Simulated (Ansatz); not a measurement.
Functionals compared on the (21-32) surface of hcp Cd in its 1x1 cell, outermost plane spacing 0.63 Å in the ideal cut (one of several cuts of this face), in Ansatz (plane waves, PAW). The structure was relaxed with PBE; the other rows are single points on it, each with its references at the same level. Cutoff 420 eV (500 eV for r2SCAN).

Set-up: 24 atoms, 10.9 Å thick at the start; mesh 6x5x1; 0.1 eV smearing; dipole correction on; all atoms relaxed; held to the start's symmetry, so lower structures may exist; no spin, no spin-orbit, no U. These notes are the PBE run's.

| functional | surface energy (J/m²) | work function of the top face (eV) | rough cost of the single point |
|---|---|---|---|
| PBE | 0.49 | 3.92 | – |
| LDA | 0.80 | 4.25 | about 14 core-minutes (a rough figure) |
| PBEsol | 0.71 | 4.01 | around 15 core-minutes (rough) |
| RPBE | [?] | [?] | very roughly 14 core-minutes |
| r2SCAN | 0.66 | 3.97 | roughly 22 core-minutes |

### Question
Complete the blanks.

### Answer

- RPBE, surface energy (J/m²): 0.34
- RPBE, work function of the top face (eV): 3.77

Ansatz is an electronic-structure program.
